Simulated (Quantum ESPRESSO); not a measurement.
A series of runs on MnO₂ (P1, 3 atoms in the cell)

```
CELL_PARAMETERS angstrom
      1.42843     0.82471     4.58393
     -1.42843     0.82471     4.58393
      0.00000    -1.64942     4.58393
ATOMIC_POSITIONS crystal
  Mn 0.00539 0.01011 0.98499
  O  0.25905 0.25557 0.27867
  O  0.73556 0.73432 0.73633
```
Moments meant for the start (each program seeds them in its own way; μB, in the order of the atoms Mn O O): 4.0 0.0 0.0.

Base run A: Quantum ESPRESSO with LDA (PZ), GBRV 1.5 ultrasoft (LDA) pseudopotentials, self-consistent single point.

Its settings: ecutwfc = 50 Ry; ecutrho = 400 Ry; occupations = smearing; smearing = fd; degauss = 0.00147 Ry; nspin = 2; potentials = {Mn: mn_lda_v1.5.uspp.F.UPF, O: o_lda_v1.2.uspp.F.UPF}; K_POINTS = automatic 6 6 6 0 0 0; conv_thr = 1e-09 Ry; mixing_beta = 0.4.

The starting cell comes from a database of computed structures (which also holds hypothetical and non-ambient phases and stackings), without a prior relaxation at this level. Its atoms were displaced at random from the sites of space group no. 166. With one magnetic atom in the cell only a parallel order is possible. In the base run, with a pressure of about -7 GPa the cell is away from its equilibrium volume at this level.

A dash stands where there is no value to compare (another energy zero or no entropy term, no result, no spin, no clean gap, or a mesh too coarse for one). Absolute energies have different zeros for different potentials, functionals, Hubbard and dispersion terms and are not compared across them.

Runs:
- B: HUBBARD: default → atomic; U Mn-3d 1 eV [LDA (PZ)+U]
- C: HUBBARD: default → atomic; U Mn-3d 2 eV [LDA (PZ)+U]
- D: HUBBARD: default → atomic; U Mn-3d 3 eV [LDA (PZ)+U]
- E: HUBBARD: default → atomic; U Mn-3d 4 eV [LDA (PZ)+U]
- F: HUBBARD: default → atomic; U Mn-3d 5 eV [LDA (PZ)+U]
- G: HUBBARD: default → atomic; U Mn-3d 6 eV [LDA (PZ)+U]
- H: HUBBARD: default → atomic; U Mn-3d 7 eV [LDA (PZ)+U]
- I: HUBBARD: default → atomic; U Mn-3d 8 eV [LDA (PZ)+U]

```
run  pressure (GPa)  largest force (eV/Å)  gap on the mesh (eV)  size of the net moment (μB/atom)  Hubbard energy (eV/atom)
---  --------------  --------------------  --------------------  --------------------------------  ------------------------
A             -7.27                 0.746                 0.533                              1.00                         –
B             -5.95                 0.808                 0.981                              1.00                     0.249
C             -4.39                 0.896                   [?]                              1.00                     0.483
D             -2.56                 0.987                 1.593                              1.00                     0.701
E             -0.45                 1.080                 1.581                              1.00                     0.900
F              1.93                 1.172                 1.542                              1.00                     1.081
G              4.53                 1.262                 1.485                              1.00                     1.243
H              7.45                 1.347                   [?]                              1.00                     1.385
I               [?]                 1.428                 1.251                              1.00                     1.509
```

**Question.** Fill in the missing entries.

**Answer.** 
- C, gap on the mesh (eV): 1.433
- H, gap on the mesh (eV): 1.389
- I, pressure (GPa): 10.58
